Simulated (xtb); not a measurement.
xtb 6.7.1, GFN2-xTB: Mo(NH)(NMe)(F)2 (C[N]=[Mo](=[NH])([F])[F]), 10 atoms. The geometry is a generated start, not checked to be a minimum at this level.

| Property | Result |
|---|---|
| run flags | --grad |
| method | GFN2-xTB |
| --acc | 1 (default) |
| --etemp (K) | 300 (default) |
| basis functions | 34 |
| valence electrons | 38 |

```xyz
10

Mo    -0.2530    -0.2050     1.3085
N      0.8388    -1.5461     1.4037
H      1.5124    -2.2911     1.2665
N     -0.3015     0.4834    -0.2874
C     -0.1002     0.7599    -1.6547
H     -0.9666     1.2751    -2.0782
H      0.7783     1.3999    -1.7836
H      0.0577    -0.1751    -2.2088
F     -1.9357    -0.8214     1.6404
F      0.3699     1.1204     2.3936
```

Charge 0 and multiplicity 1 are set for this test and not shown to be the ground state.

One run each on 1 thread. Values of broydamp tried: 0.02, 0.05, 0.1, 0.2, 0.4 (default), 0.6, 0.8, 1.

Question: How does the count of SCC iterations change with broydamp, and where is it least?

Answer: Fewest SCC iterations, within one of each other: 0.2 with 16, 0.4 (default) with 16, 0.6 with 17. The count rises to 24 at 0.02. All converge to one solution.

| broydamp | SCC iterations | end |
|---|---|---|
| 0.02 | 24 | same solution |
| 0.05 | 21 | same solution |
| 0.1 | 18 | same solution |
| 0.2 | 16 | same solution |
| 0.4 (default) | 16 | same solution |
| 0.6 | 17 | same solution |
| 0.8 | 19 | same solution |
| 1 | 20 | same solution |
